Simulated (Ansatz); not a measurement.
Abridged Ansatz (a program for electronic structure) output:

```
Pseudopotential: Hg, paw, valence charge 20
Crystal: 2 atoms, lattice volume = 111.799 Å³
Basis set: ecut = 420 eV, 2133 PW (Γ), exchange–correlation on 80×80×80 points (8 copies of the dense FFT grid, shifted against one another)
Bands: 24, of which v1, the nominal top of the filled ones, is band 20 counted from 1 (19 counted from 0)
Symmetry: 48 space group operations
k-points: 56 of 1331
Functional: x = pbe(κ = 0.804, μ = 0.2195149727645171), c = pbe(β = 0.06672455060314922)
SCF iter   1: F=—  HF=-27626.749777 eV  |F-HF|=—  |Δ(HF+E_count)|=         —  Δρ=1.65e-3  dr2=4.30e-3  ethr=1.77e-3  ⟨swp⟩=5.7  Hψ=5418  notcnv=0
SCF iter   2: F=—  HF=-27626.750883 eV  |F-HF|=—  |Δ(HF+E_count)|=   1.11e-3  Δρ=8.66e-4  dr2=5.76e-4  ethr=1.07e-5  ⟨swp⟩=2.0  Hψ=2506  notcnv=0
SCF 1 converged in 7 iterations: F = -27626.751057 eV  dr2 = 2.98e-12
SCF converged after 7 iterations
Free energy (F): -27626.751057 eV
Internal energy: -27626.750917 eV  (E = F + TS)
E sigma→0 (E₀):  -27626.750987 eV
Entropy (-TS):   -0.000140 eV (-0.070 meV/atom)
Fermi energy:    4.549018 eV
--- Forces (eV/Å), atoms counted from 1 ---
  atom   1  Hg     0.00000000     0.00000000    -0.00000000
  atom   2  Hg    -0.00000000    -0.00000000    -0.00000000
--- Stress (GPa, compression-positive) ---
        0.009204      -0.000000       0.000000
       -0.000000       0.009204      -0.000000
       -0.000000       0.000000       0.009204
  P = ⅓ Tr σ = 0.0092 GPa (0.092 kbar)
```

**Question.** What was computed, and what are the main results?

**Answer.** Hg, 2 atoms in the cell, with PBE in Ansatz (plane waves to 420 eV, PAW, spin-orbit coupling left out). The last SCF converged to F = -27626.751057 eV, or -13813.3755 eV per atom, at a pressure of 0.01 GPa. The total energy compares only with runs of the same code, potentials and settings.

With Hg present, leaving out spin-orbit coupling can change the band edges. Whether these cells are dynamically stable was not tested. The cell is Hg in the diamond structure (space group Fd-3m, No. 227; a hypothetical phase, not in the database extracts checked).
